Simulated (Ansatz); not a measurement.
**Smallest direct gap on the k points sampled of HgCdSe2 (R3m, No. 160, 4 atoms in the cell; start mp-1226733) at several levels of theory**

No measured value is used here.

| level (code) | value (eV) |
|---|---|
| HSE06 (Ansatz) | 0.54 |
| PBE0 (Ansatz) | 1.06 |
| r²SCAN0 (Ansatz) | 1.29 |

Computed values are for a static lattice. Spin–orbit coupling is included only where a level's name says +SOC; with heavier elements it mostly lowers gaps and can invert bands.  Values are at the PBEsol cell. Cutoffs differ between the levels. Ansatz's density-functional and Hartree–Fock values are scalar-relativistic unless marked +SOC, with PAW data made under PBE.

A start named mp-… is a Materials Project structure, which need not be a measured phase.

Ansatz is an electronic-structure program.
